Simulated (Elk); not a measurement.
Band structure of TePdSe (P3m1, 3 atoms in the cell).

```xyz
3
Lattice="3.9274 0.0000 0.0000 -1.9637 3.4013 0.0000 0.0000 0.0000 5.0289" Properties=species:S:1:pos:R:3 pbc="T T T"
Te     0.0000     0.0000     3.6739
Pd     0.0000     2.2675     0.0448
Se     1.9637     1.1338     1.3102
```

Method of the run: Elk with PBEsol, all-electron FP-LAPW, Elk's shipped species files, default APW+lo basis.

Settings: xctype = 22; stype = 0; swidth = 0.00367493 Ha; ngridk = 10 10 7; maxscl = 100.

The starting cell comes from a database of computed structures (which also holds hypothetical and non-ambient phases and stackings), without a prior relaxation at this level. Spin-orbit coupling is off. Spin polarisation is off. Values depend on the basis (sphere radii, cutoffs, local orbitals), which need not be converged.

Levels in eV from the Fermi level, bands 22 to 29:
```csv
point,22,23,24,25,26,27,28,29
Γ,-2.20,-0.30,-0.30,0.97,0.97,1.52,3.30,5.21
M,-3.09,-2.95,-2.79,-2.28,0.24,2.28,4.56,6.24
K,-3.15,-1.59,-1.55,-1.42,-0.55,-0.11,4.35,7.34
A,-2.23,-1.02,-1.00,-1.00,2.03,2.03,5.09,6.29
L,-3.02,-2.68,-1.86,-0.47,0.37,1.31,5.00,5.34
H,-3.60,-3.04,-2.43,-2.35,2.03,2.53,6.96,7.00
```

Bands cross the Fermi level along this path, so the cell is metallic at this level.
